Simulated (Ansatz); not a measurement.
Start from FeS₂ (space group Pnnm, No. 58; a = 4.367 Å, b = 5.333 Å, c = 3.344 Å; non-magnetic).

Level of theory: DFT with PBEsol, PAW potentials and a 420 eV plane-wave cutoff in Ansatz (a program for electronic structure), scalar-relativistic without spin-orbit coupling.

Base values:

| Quantity | Value |
|---|---|
| Pressure | 0.00 GPa |
| Smallest direct gap | 1.23 eV |

Now apply this change: every lattice vector is stretched by 0.69 %, atoms relaxed at fixed cell.

**Question.** Estimate the effect on the energy relative to the base, pressure and smallest direct gap.

**Answer.** The energy goes up by 2.9 meV/atom; the pressure (mean of the normal stresses, compression positive) goes from zero to -3.42 GPa; the smallest direct gap decreases by 0.04 eV (1.23 eV → 1.19 eV).

The cells carry an imposed strain or load. Whether these cells are dynamically stable was not tested. Seeded moments were not kept for the base. The final runs are not spin-polarised.
